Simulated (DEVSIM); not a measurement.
System: abrupt Si n-p junction, at 300 K.

Layer 1 from the left is Si, thickness (μm) 0.230, Nd (cm⁻³) 1e15, τn (s) 4.6e-6, τp (s) 4.6e-6. Layer 2 from the left is Si, thickness (μm) 2.30, Na (cm⁻³) 1.1e16, τn (s) 4.6e-6, τp (s) 4.6e-6.

Left contact: ohmic. Right contact: ohmic. Voltage is applied to the left contact. Recombination: SRH at mid-gap. Gap narrowing is on: ΔEg = 6.92 meV × (l + √(l² + 0.5)), l = ln(N/1.3e17 cm⁻³), shared equally by both band edges. Mobility is constant in doping.

This is a model device: material constants are rounded textbook-type values typed into the input, and sizes, dopings and lifetimes were drawn at random. Values at 300 K.

Si: gap (eV) 1.124, affinity (eV) 4.05, permittivity 11.7, Nc (cm⁻³) 2.86e19, Nv (cm⁻³) 3.1e19, μn (cm²/Vs) 1417, μp (cm²/Vs) 470.

DEVSIM, 1D drift-diffusion, Boltzmann statistics, complete ionisation; no tunnelling, impact ionisation, image-force lowering or self-heating.

Q: What does the simulation give for the dark forward voltage at 1 A/cm², the dark forward voltage at 100 A/cm², the largest field in the device at zero bias?

A: dark forward voltage at 1 A/cm² 0.432 V; dark forward voltage at 100 A/cm² 0.612 V; largest field in the device at zero bias 23000 V/cm.
